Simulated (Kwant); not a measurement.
Device: wire with a row of barriers in a Si two-dimensional gas. Effective mass 0.19 mₑ, grid spacing 3.3 nm, hard walls, nominal width 100 nm (31 grid rows, so walls 105.6 nm apart), one parabolic valley, scattering region 330 nm long along x; energies count from the band bottom; Fermi energy swept from 0.00015833 to 0.0018802 eV. 2 barrier(s) across the wire, height 0.0041 eV, thickness 13.2 nm (about 4 grid columns), spaced by 26.4 nm.

The device is made up for the run: typed textbook-type constants, with dimensions and the other settings drawn at random.

Model: effective-mass tight-binding model on a square grid, one spin, coherent transport at 0 K (Kwant). Conductance is in e²/h.

| E (meV) | A | B | C |
|---|---|---|---|
| 0.1583 | 0 | 0 | 0 |
| 0.2558 | 3.1e-5 | 0.0081 | 1.2e-7 |
| 0.3533 | 9.7e-5 | 0.018 | 5.0e-7 |
| 0.4615 | 0.00023 | 0.030 | 1.8e-6 |
| 0.5590 | 0.00046 | 0.041 | 5.0e-6 |
| 0.6565 | 0.00087 | 0.051 | 1.4e-5 |
| 0.7648 | 0.0018 | 0.069 | 5.1e-5 |
| 0.8622 | 0.0037 | 0.091 | 0.00018 |
| 0.9597 | 0.0080 | 0.11 | 0.00079 |
| 1.068 | 0.023 | 0.14 | 0.0074 |
| 1.165 | 0.079 | 0.16 | 0.37 |
| 1.263 | 0.56 | 0.18 | 0.15 |
| 1.371 | 0.37 | 0.21 | 0.23 |
| 1.469 | 0.12 | 0.23 | 0.53 |
| 1.566 | 0.074 | 0.25 | 0.046 |
| 1.674 | 0.096 | 0.29 | 0.12 |
| 1.772 | 0.37 | 0.32 | 0.21 |
| 1.880 | 0.56 | 0.36 | 0.17 |

**Question.** Column A is the base. The others each differ by one change: number of barriers 2 → 1; number of barriers 2 → 3. Which is which?

**Answer.** B: number of barriers 2 → 1; C: number of barriers 2 → 3.
